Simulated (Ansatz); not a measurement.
# Hypothetical I4/mmm MgB2: uniaxial stress, 1 GPa compression along x

Start from MgB2 (space group I4/mmm, No. 139; a = 2.664 Å, c = 8.354 Å; a hypothetical phase, not in the database extracts checked; relaxed with 0.1 eV smearing). Axes: x, y, z lie along a, b, c of the conventional cell.

One thing is altered: uniaxial stress, 1 GPa compression along x; all other stress components relax to zero.

Method: Kohn–Sham DFT with the PBEsol functional, run in Ansatz (a quantum-chemistry and plane-wave program) with PAW and 420 eV plane waves, without spin-orbit coupling. k-mesh 30×30×30 (Γ-centred); smearing 0.1 eV (Fermi–Dirac).

* **Volume per atom**: 9.76 Å³ (base 9.88 Å³)
* **Space group**: Immm (No. 71) (base I4/mmm (No. 139))
* **Energy relative to the base (free energy F)**: -16 meV/atom
* **Band gap**: zero (base zero)
* **Strain response (xx, yy, zz)**: (−6.79, +6.28, −0.27) %

Final structure:

```
MgB2
1.0
   -1.24152     1.41560     4.16564
    1.24152    -1.41560     4.16564
    1.24152     1.41560    -4.16564
Mg B
1 2
Direct
  0.00000   0.00000   0.00000
  0.28231   0.28231   0.00000
  0.71769   0.71769   0.00000
```

Beyond what the load breaks, stability against distortions was not tested. The final runs are not spin-polarised. Under uniaxial stress, 1 GPa compression along x the cell ends below the base's energy or with stress of the wrong sign: the atoms slid into a distortion or the cell is elastically unstable, so the base is not a stable minimum at this level.
